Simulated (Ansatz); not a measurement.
An Ansatz (an electronic-structure program) run: SnPbO3; PBEsol (Ansatz; PAW; 420 eV plane waves; without spin-orbit coupling).

Input:

Ansatz 0.2 input:
```yaml
crystal:
  lattice:
    - [4.0723992041, 0, 0]
    - [0, 4.0723992041, 0]
    - [0, 0, 4.0723992041]
  atoms:
    - { symbol: Sn, position: [0.5, 0.5, 0.5] }
    - { symbol: Pb, position: [0, 0, 0] }
    - { symbol: O, position: [0.5, 0.5, 0] }
    - { symbol: O, position: [0, 0.5, 0.5] }
    - { symbol: O, position: [0.5, 0, 0.5] }
basis: { ecutwfc: 420, ecutrho_ratio: 4, xc_grid: 2, fft_grid_basis: typed }
kpoints: { mp_grid: { grid: [8, 8, 8] } }
hamiltonian:
  xc: pbesol
  dispersion: none
  pseudopotentials: { kind: paw }
scf: { occupations: { method: fermi_dirac, width: 0.05 }, convergence: { dr2_threshold: 0.0000000005 } }
output: { forces: true, stress: true }
```

Output:

```
WARN ansatz: RAYON_NUM_THREADS=2 ignored (pool sized by the plan → 2); use --threads N
Pseudopotentials: kind: paw
Pseudopotential: Sn, paw, valence charge 14
Pseudopotential: Pb, paw, valence charge 14
Pseudopotential: O, paw, valence charge 6
Functional definition: PBEsol
Crystal: 5 atoms, lattice volume = 67.538 Å³
Basis set: ecut = 420 eV, 1357 PW (Γ), exchange–correlation on 60×60×60 points (8 copies of the dense FFT grid, shifted against one another)
Bands: 28, of which v1, the nominal top of the filled ones, is band 23 counted from 1 (22 counted from 0)
Symmetry: 48 space group operations
Space group: Pm-3m (ITA 221), of the structure as read, at distance tolerance 4.1e-5 Å
k-points: 35 of 512
PAW frozen core: Sn, regenerated for the run's functional, and the local potential with it
PAW frozen core: Pb, regenerated for the run's functional, and the local potential with it
PAW frozen core: O, regenerated for the run's functional, and the local potential with it
Initial density: superposition of atomic densities (neutral atoms: chi_scale 0, normalization atom), corrected by the library's trained network
Initial wavefunctions: pseudopotential atomic-orbital guess
Eigensolver: davidson
Functional: x = pbesol(κ = 0.804, μ = 0.12345679012345678), c = pbesol(β = 0.046)
SCF iter   1: F=—  HF=-19386.660674 eV  |F-HF|=—  |Δ(HF+E_count)|=         —  Δρ=1.56e-2  dr2=1.39e-1  ethr=1.77e-3  ⟨swp⟩=7.3  Hψ=4749  notcnv=0
all-band conjugate gradients solve this SCF's bands
preconditioner: auto → Resta (q_TF=auto, 2.559 Å⁻¹)
SCF iter   2: F=—  HF=-19386.629280 eV  |F-HF|=—  |Δ(HF+E_count)|=   3.14e-2  Δρ=4.91e-3  dr2=1.76e-2  ethr=3.03e-4  ⟨swp⟩=2.1  Hψ=1494  notcnv=0  defer=32
SCF iter   3: F=—  HF=-19386.625408 eV  |F-HF|=—  |Δ(HF+E_count)|=   3.87e-3  Δρ=1.02e-3  dr2=5.91e-4  ethr=3.82e-5  ⟨swp⟩=2.0  Hψ=1412  notcnv=0  defer=33
SCF iter   4: F=—  HF=-19386.625257 eV  |F-HF|=—  |Δ(HF+E_count)|=   1.51e-4  Δρ=1.88e-4  dr2=1.37e-5  ethr=1.28e-6  ⟨swp⟩=2.2  Hψ=1357  notcnv=0  defer=33
SCF iter   5: F=—  HF=-19386.625220 eV  |F-HF|=—  |Δ(HF+E_count)|=   3.73e-5  Δρ=6.92e-5  dr2=2.57e-6  ethr=2.97e-8  ⟨swp⟩=2.0  Hψ=1582  notcnv=0  defer=33
SCF iter   6: F=—  HF=-19386.625222 eV  |F-HF|=—  |Δ(HF+E_count)|=   2.01e-6  Δρ=1.21e-5  dr2=7.40e-8  ethr=5.59e-9  ⟨swp⟩=2.0  Hψ=1733  notcnv=0  defer=33
SCF iter   7: F=—  HF=-19386.625222 eV  |F-HF|=—  |Δ(HF+E_count)|=   5.99e-8  Δρ=2.62e-6  dr2=2.72e-9  ethr=1.61e-10  ⟨swp⟩=2.0  Hψ=1695  notcnv=0  defer=33
SCF iter   8: F=-19386.625222 eV  HF=-19386.625222 eV  |F-HF|=2.55e-11  |Δ(HF+E_count)|=  2.95e-10  Δρ=3.10e-7  dr2=7.56e-11  ethr=1.09e-12  ⟨swp⟩=5.5  Hψ=3672  notcnv=0
SCF 1 converged in 8 iterations: F = -19386.625222 eV  dr2 = 7.56e-11
SCF converged after 8 iterations
Free energy (F): -19386.625222 eV
Harris-Foulkes:  -19386.625222 eV  (|F-HF|=2.55e-11)
Internal energy: -19386.625222 eV  (E = F + TS)
E sigma→0 (E₀):  -19386.625222 eV
Entropy (-TS):   -0.000000 eV (-0.000 meV/atom)
Fermi energy:    10.802196 eV
--- Per-component energies (eV) ---
  E_band       = -45.572874
  E_kinetic    = 1000.467367
  E_local      = -2533.299091  (includes V_loc(G=0)·N_el)
  E_nonlocal   = 470.436198
  E_hartree    = 1167.284859
  E_xc         = -814.874856
  E_vxc        = -508.381221  (∫ρ·V_xc dr)
  E_paw        = -14786.229869  (= ΣΔE_a)
  E_vpaw       = -809.373147  (= ΣTr[D̂ρ^β])
  E_aug_tail   = 0.007295  (compensation charges beyond the density's cutoff)
  E_ewald      = -3890.869944
  E_core_change = 0.452820  (= ΣΔE_core)
  E_smearing   = -0.000000  (= −TS)
  E_closure    = -0.000000  (closes the sum)
  Σ components = -19386.625222   (vs F -19386.625222, Δ=0.00e0)
  [band-id]    e_kinetic+e_local+e_nonlocal+2·e_hartree+e_vxc+e_vpaw+e_augmentation_tail = -45.572881   (vs E_band -45.572874, Δ=-7.32e-6)
--- Forces (eV/Å), atoms counted from 1 ---
  atom   1  Sn     0.00000000    -0.00000000     0.00000000
  atom   2  Pb    -0.00000000     0.00000000    -0.00000000
  atom   3  O      0.00000000    -0.00000000     0.00000000
  atom   4  O      0.00000000     0.00000000    -0.00000000
  atom   5  O     -0.00000000    -0.00000000     0.00000000
  max |Σ_I F_I| component: 4.42e-29 eV/Å
--- Stress (GPa, compression-positive) ---
       -0.005967      -0.000000      -0.000000
       -0.000000      -0.005967       0.000000
        0.000000       0.000000      -0.005967
  P = ⅓ Tr σ = -0.0060 GPa (-0.060 kbar)
  The stress holds the Pulay correction. Without it, at fixed plane waves, as pw.x and ABINIT print it: P = -0.6870 GPa
  The stress includes an estimate of the error left by incomplete SCF convergence (largest component -0.0001 GPa).
--- Band table ---
  band table: none
```

With Pb present, leaving out spin-orbit coupling can change the band edges. No phonon test of stability was made. The cell is SnPbO3 in the cubic perovskite structure (space group Pm-3m, No. 221; a cell from a computed database, its experimental status unchecked). Many cubic perovskites are stable only at high temperature; tilts and polar distortions were not tested.
